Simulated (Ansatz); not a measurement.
Take AlN in the zinc blende structure (space group F-43m, No. 216) as the base.

```xyz
2
Lattice="0.0000 2.2016 2.2016 2.2016 0.0000 2.2016 2.2016 2.2016 0.0000" Properties=species:S:1:pos:R:3 pbc="T T T"
N      3.3024     3.3024     3.3024
Al     0.0000     0.0000     0.0000
```

Cartesian axes are those of the cell as printed.

Method: PBE/PAW in Ansatz (a quantum-chemistry and plane-wave program), spin-orbit coupling left out.

Now apply this change: an isotropic linear strain of −1.12 %, atoms relaxed at fixed cell.

Problem. Predict the stress tensor and what it implies for the stiffness.

Solution. Stress of the strained cell less that of the base (GPa, compression positive):
```
   6.96    0.00    0.00
   0.00    6.96    0.00
   0.00    0.00    6.96
```

Then B = −ΔP/(ΔV/V₀) with ΔV/V₀ = -0.0332 gives secant stiffness values (nonlinear terms included at this strain): B ≈ 209 GPa.

As a check, the harmonic strain energy −½ V₀ Δσ:ε is 7.8 meV/atom; the computed energy rise is 7.5 meV/atom.

No phonon test of stability was made. This is not the structure that AlN has at room temperature and ambient pressure.
